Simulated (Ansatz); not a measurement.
## Cs2AgBiBr6, pressure series

The reference is Cs2AgBiBr6 (space group Fm-3m, No. 225; a = 11.1874 Å).

Cell and atoms are relaxed at each pressure.

The values are results of PBEsol (Ansatz, a first-principles code, PAW, without spin-orbit coupling), not measurements.

Candidates:
(a) pressure 0.7 GPa
(b) pressure 1.5 GPa
(c) pressure −1 GPa
(d) pressure 3 GPa

Base values:

The band gap is 1.10 eV.

Q: Order them by band gap, highest first.

A: (c) pressure −1 GPa (1.17 eV), (a) pressure 0.7 GPa (1.05 eV), (b) pressure 1.5 GPa (1.01 eV), (d) pressure 3 GPa (0.94 eV)

Spin-orbit coupling, missing from the scalar runs, can matter with Bi. Load acts through the strain it causes; cell and atoms are relaxed under it. Stability against distortions was not tested.
